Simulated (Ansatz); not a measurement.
Amorphous Si34N36, 70 atoms at 2.87 g/cm³, one PBE-relaxed geometry, zone centre. Methods: PBE, scalar-relativistic without spin-orbit coupling (Ansatz, a program for electronic structure); HSE06, scalar-relativistic without spin-orbit coupling (Ansatz). Plane waves to 420 eV (r2SCAN 500 eV); exact exchange is cut at the cell's faces. The usual formal charges leave 28 electrons over, so the level spacing at the Fermi energy parts defect or band states and needn't be the band gap. At PBE the levels at the filled edge of the gap are localised (band-tail or defect states), and the nearest spread-out levels lie 2.3 eV apart at the zone centre. The higher rungs were started with moments on some atoms, which died out.

It comes from a melt-quench run on a machine-learned potential (CHGNet), relaxed afterwards by DFT. N atoms were pushed apart under 1.9 Å during the dynamics, to hinder bonds among them. It is the lowest in DFT energy of 2 quenches. It is a model cell: composition and starting density were chosen by hand, and all elements were melted together. No dispersion term was used. Its density started from a set value of 3.00 and ended at 2.87 g/cm³. The quench (nominally 300 K/ps over its main leg) was far faster than any real one, so the model tends to hold more defects than a real film. A cell of this size samples the disorder only roughly. The volume was free in the relaxation, at fixed shape. Stress components on the final sampling reach 2.8 GPa. On a 2×2×2 Γ-centred mesh force components of up to 0.24 eV/Å stay, since the relaxation ran on the zone centre alone.

The relaxation ran on the zone centre alone. At PBE the level spacing at the Fermi energy is 0.99 eV on a 2×2×2 Γ-centred mesh, and the spacing at the zone centre alone 1.25 eV.

Problem. What zone-centre spacing does HSE06 give, roughly?

Solution. 1.99 eV (+0.74 eV against PBE).

The highest filled and the lowest empty state spread over these numbers of atoms (participation numbers): PBE: 9.1 and 16.2; HSE06: 7.1 and 14.9.
